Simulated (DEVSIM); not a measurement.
System: abrupt Si n-p junction, at 300 K.

Layer 1 from the left is Si, thickness (μm) 0.210, Nd (cm⁻³) 9.8e16, τn (s) 5.4e-7, τp (s) 5.4e-7. Layer 2 from the left is Si, thickness (μm) 100, Na (cm⁻³) 1.5e17, τn (s) 5.4e-7, τp (s) 5.4e-7.

Left contact: ohmic. Right contact: ohmic. Voltage is applied to the left contact. Recombination: SRH at mid-gap, Auger. Mobility is μmin + (μ − μmin)/(1 + (N/Nref)^α).

Constants are typed, rounded textbook-type inputs, not results; the design itself was drawn at random and stands for no fabricated device. Values at 300 K.

Si: gap (eV) 1.124, affinity (eV) 4.05, permittivity 11.7, Nc (cm⁻³) 2.86e19, Nv (cm⁻³) 3.1e19, μn (cm²/Vs) 1417, μp (cm²/Vs) 470, μn,min 52, μp,min 45, Nref,n 9.7e16, Nref,p 2.2e17, αn 0.68, αp 0.72, Cn (cm⁶/s) 2.8e-31, Cp (cm⁶/s) 9.9e-32.

DEVSIM, 1D drift-diffusion, Boltzmann statistics, complete ionisation; no tunnelling, impact ionisation, image-force lowering or self-heating.

Dark forward current:

```csv
|V| (V),|J| (A/cm²)
0.05,2.981e-9
0.10,1.347e-8
0.15,6.112e-8
0.20,3.214e-7
0.25,1.913e-6
0.30,1.222e-5
0.35,8.064e-5
0.40,0.0005396
0.45,0.003629
0.50,0.02441
0.55,0.1631
0.60,1.044
0.65,5.479
0.70,18.19
0.75,38.94
0.80,64.49
0.85,92.81
0.90,122.9
0.95,154.4
1.00,186.9
1.05,220.3
1.10,254.4
1.15,289.4
1.20,325.0
1.25,361.2
1.30,398.1
```

**Question.** Work out the local ideality factor n = ΔV / (kT/q · ln(J2/J1)) between the rows 0.15 and 0.20 V, 0.45 and 0.50 V, 1.25 and 1.30 V.

**Answer.** kT/q = 25.85 mV. From 0.15 to 0.20 V: ln(3.214e-7/6.112e-8) = 1.660, n = 1.17. From 0.45 to 0.50 V: ln(0.02441/0.003629) = 1.906, n = 1.01, near the 1 of diffusion or emission over a barrier. From 1.25 to 1.30 V: ln(398.1/361.2) = 0.097, n = 19.88.

**Question.** Estimate the current at 0.40 V from the Shockley equation with J0 = Σ q ni² D/(N L) coth(W/L), τ joining the SRH, radiative and Auger lifetimes that are on, and W taken as the whole layer.

**Answer.** ni² = 1.16e20 cm⁻⁶; holes in the n layer: μ = 318 cm²/Vs, D = 8.21 cm²/s, τ = 5.39e-7 s, L = 21.0 μm, W/L = 0.0100, term 7.41e-11 A/cm²; electrons in the p layer: μ = 634 cm²/Vs, D = 16.4 cm²/s, τ = 5.39e-7 s, L = 29.7 μm, W/L = 3.4, term 6.84e-13 A/cm². J0 = 7.47e-11 A/cm², and J = J0 exp(qV/kT) = 0.000392 A/cm². The simulation gives 0.000540 A/cm²; the estimate lies 27 % below. The estimate leaves out recombination in the depletion region and that region's share of W.
